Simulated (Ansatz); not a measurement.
## Ti, response to strain

Start from Ti in the hcp (Mg type) structure (space group P6_3/mmc, No. 194; relaxed with 0.1 eV smearing).

```yaml
crystal:
  lattice:
    - [2.93978, 0.00000, 0.00000]
    - [-1.46989, 2.54593, 0.00000]
    - [0.00000, 0.00000, 4.65400]
  atoms:
    - { symbol: Ti, position: [0.33333, 0.66667, 0.75000] }
    - { symbol: Ti, position: [0.66667, 0.33333, 0.25000] }
```

Cartesian axes are those of the cell as printed.

Strains are applied to the cell and any free atomic positions relax; under biaxial strain the out-of-plane vector relaxes too.

Level of theory: Ansatz (a first-principles code) PBE, without spin-orbit coupling.

Notes on the quantities. pressure: mean of the normal stresses, compression positive.

| variant | shortest interatomic distance | out-of-plane strain | pressure |
|---|---|---|---|
| base | 5.443 bohr | – | 0.0 GPa |
| biaxial strain −2.20 %, plane normal [001], relaxed out of plane | 5.433 bohr | +1.87 % | 3.0 GPa |
| biaxial strain −0.32 %, plane normal [001], relaxed out of plane | 5.446 bohr | +0.26 % | ? |
| biaxial strain +4.06 %, plane normal [001], relaxed out of plane | 5.408 bohr | -3.24 % | -4.5 GPa |
| isotropic strain +0.13 % | 5.450 bohr | – | ? |

Problem. What belongs in the blanks?

Solution. 
- biaxial strain −0.32 %, plane normal [001], relaxed out of plane, pressure: 0.4 GPa
- isotropic strain +0.13 %, pressure: -0.4 GPa

No phonon test of stability was made. All final runs are without spin polarisation.
